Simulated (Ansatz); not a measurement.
Consider CsPbBr3 in the cubic perovskite structure (space group Pm-3m, No. 221).

```cif
data_Br3CsPb
_chemical_formula_sum 'Cs1 Pb1 Br3'
_space_group_name_H-M_alt 'P 1'
_space_group_IT_number 1
_cell_length_a 5.77022
_cell_length_b 5.77022
_cell_length_c 5.77022
_cell_angle_alpha 90.000
_cell_angle_beta 90.000
_cell_angle_gamma 90.000
loop_
_space_group_symop_operation_xyz
  'x, y, z'
loop_
_atom_site_label
_atom_site_type_symbol
_atom_site_fract_x
_atom_site_fract_y
_atom_site_fract_z
_atom_site_occupancy
Cs1 Cs 0.00000 0.00000 0.00000 1
Pb1 Pb 0.50000 0.50000 0.50000 1
Br1 Br 0.50000 0.00000 0.50000 1
Br2 Br 0.00000 0.50000 0.50000 1
Br3 Br 0.50000 0.50000 0.00000 1
```

All numbers come from Kohn–Sham DFT with the LDA functional, run in Ansatz (a quantum-chemistry and plane-wave program) with PAW and 420 eV plane waves, no SOC.

Strains are applied to the cell and any free atomic positions relax.

One change was made to it. Results:

| quantity | base | after |
|---|---|---|
| pressure | 0.00 GPa | 1.58 GPa |
| energy relative to the base (free energy F) | 0 meV/atom | +9.5 meV/atom |
| valley order (the lowest conduction-band minima on the path, energy above the VBM, named in the base's zone) | R along ⟨111⟩ 1.17 eV; Γ 2.42 eV | R along ⟨111⟩ 0.90 eV; Γ 2.12 eV |
| mean gap deformation potential ΔEg/Δln V | – | +4.9 eV |

Task: What was done to the base?
(A) isotropic strain −1.80 %
(B) isotropic strain −3.00 %
(C) isotropic strain −1.20 %
(D) isotropic strain −2.40 %

Result: A, isotropic strain −1.80 %. For comparison, the valley order in the other runs: isotropic strain −1.20 % gives R along ⟨111⟩ 0.99 eV; Γ 2.22 eV; isotropic strain −3.00 % gives R along ⟨111⟩ 0.70 eV; Γ 1.90 eV; isotropic strain −2.40 % gives R along ⟨111⟩ 0.80 eV; Γ 2.01 eV.

Spin-orbit coupling, missing from the scalar runs, can matter with Pb. Stability against distortions was not tested. Many cubic perovskites are stable only at high temperature; tilts and polar distortions were not tested. This is not the structure that CsPbBr3 has at room temperature and ambient pressure.
